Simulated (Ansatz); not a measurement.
Consider Rb$_{2}$MnF$_{5}$ (space group P4/mmm, No. 123; a = 6.019 Å, c = 4.180 Å; ferromagnetic; a cell from a computed database, its experimental status unchecked).

Calculations: Ansatz (a first-principles code) PBEsol+U (U_eff on d states: Mn 3.90 eV), no spin-orbit coupling.

Each order is relaxed in cell and atoms; arrows give the starting signs on the magnetic atoms.

One change was made to it. Results:

| quantity | base | after |
|---|---|---|
| volume per atom | 18.93 Å³ | 18.93 Å³ |
| band gap | 1.18 eV | 1.35 eV |
| gap character (in this cell's own zone, which can be folded) | – | indirect, A → Z |

Question: Which change produced these results?
A. ↑↓ start, q = (1/2, 1/2, 0), 16 atoms
B. non-magnetic
C. ↑↓ start, q = (0, 0, 1/2), 16 atoms
D. ↑↓ start, q = (0, 1/2, 1/2), 16 atoms

Answer: A, ↑↓ start, q = (1/2, 1/2, 0), 16 atoms. For comparison, the gap character in the other runs: non-magnetic gives indirect, Z → Γ; ↑↓ start, q = (0, 0, 1/2), 16 atoms gives direct at A; ↑↓ start, q = (0, 1/2, 1/2), 16 atoms gives direct at R.

Other magnetic orders, which the real material may have, were not ruled out. Whether these cells are dynamically stable was not tested. A gap here joins edges of opposite spin (a spin-flip gap). Spin-polarised in the final run: ↑↓ start, q = (1/2, 1/2, 0), 16 atoms, base, ↑↓ start, q = (0, 0, 1/2), 16 atoms and ↑↓ start, q = (0, 1/2, 1/2), 16 atoms; the other runs are not. The U values are a database's picks, fitted on other projectors than the ortho-atomic ones used here. Labels are those of the standard path for the cell's own space group.
